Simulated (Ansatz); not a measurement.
## CrI3 in the BiI3 type structure (space group R-3, No. 148; ferromagnetic; layered, stacked along the Cartesian z axis)

```xyz
8
Lattice="3.4091 1.9682 6.4926 -3.4091 1.9682 6.4926 0.0000 -3.9365 6.4926" Properties=species:S:1:pos:R:3 pbc="T T T"
Cr     0.0000     0.0000     6.5026
Cr     0.0000     0.0000    12.9751
I     -2.2281    -0.0954     8.0470
I      1.1967    -1.8819     8.0470
I      1.0314     1.9773     8.0470
I      2.2281     0.0954    11.4307
I     -1.1967     1.8819    11.4307
I     -1.0314    -1.9773    11.4307
```

All numbers come from plane-wave PAW DFT at the PBE-D3(BJ) level (Ansatz, a first-principles code, 420 eV), without spin-orbit coupling. Γ-centred 6×6×6 mesh, Fermi–Dirac width 0.05 eV.

| Property | Value |
|---|---|
| Volume per atom | 32.67 Å³ |
| Density | 5.50 g/cm³ |
| Band gap | 1.08 eV, indirect, k = (0.167, 0.167, -1/3) in the run's primitive reciprocal basis → T |
| Magnetic state | ferromagnetic |
| Total energy | -6479.902 eV/atom (σ→0; compares only within this code and set-up) |

Other magnetic orders, which the real material may have, were not ruled out. Spin-orbit coupling, missing from the scalar runs, can matter with I. Stability against distortions was not tested.
